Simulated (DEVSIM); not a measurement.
Structure: abrupt GaAs p-n junction, at 250 K.

```tsv
layer (left to right)	material	thickness (μm)	Nd (cm⁻³)	Na (cm⁻³)	τn (s)	τp (s)
1	GaAs	1.50	-	3.4e15	3.4e-8	3.4e-8
2	GaAs	0.360	9.6e14	-	3.4e-8	3.4e-8
```

Left contact: ohmic. Right contact: ohmic. Voltage is applied to the left contact. Recombination: SRH at mid-gap, radiative, Auger. Mobility is μmin + (μ − μmin)/(1 + (N/Nref)^α).

Constants are typed, rounded textbook-type inputs, not results; the design itself was drawn at random and stands for no fabricated device. Values at 300 K; Nc and Nv go as T^1.5, mobilities as T to minus their exponent, the gap by Varshni's rule with the affinity fixed.

```tsv
parameter	GaAs
gap (eV)	1.424
affinity (eV)	4.07
permittivity	12.9
Nc (cm⁻³)	4.7e17
Nv (cm⁻³)	9e18
μn (cm²/Vs)	8500
μp (cm²/Vs)	400
μn,min	500
μp,min	20
Nref,n	6e16
Nref,p	1.5e17
αn	0.39
αp	0.38
T exponent of μn	2.1
T exponent of μp	2.2
B (cm³/s)	2e-10
Cn (cm⁶/s)	1e-30
Cp (cm⁶/s)	1e-30
Varshni α (eV/K)	0.000541
Varshni β (K)	204
```

Model (solved in DEVSIM): 1D drift-diffusion, Boltzmann statistics, complete ionisation; no tunnelling, impact ionisation, image-force lowering or self-heating.

The thickness of layer 1 was swept, all else fixed.

| thickness of layer 1 (μm) | dark forward voltage at 100 A/cm² (V) | dark forward voltage at 1 A/cm² (V) |
|---|---|---|
| 0.3 | 1.100 | 0.988 |
| 0.52 | 1.114 | 1.000 |
| 0.9 | 1.127 | 1.007 |
| 1.5 | 1.142 | 1.012 |
| 2.5 | 1.162 | 1.016 |
| 4.5 | 1.196 | 1.020 |
| 7.5 | 1.245 | 1.022 |

From the first row to the last the dark forward voltage at 100 A/cm² goes from 1.100 to 1.245. From the first row to the last the dark forward voltage at 1 A/cm² goes from 0.988 to 1.022.
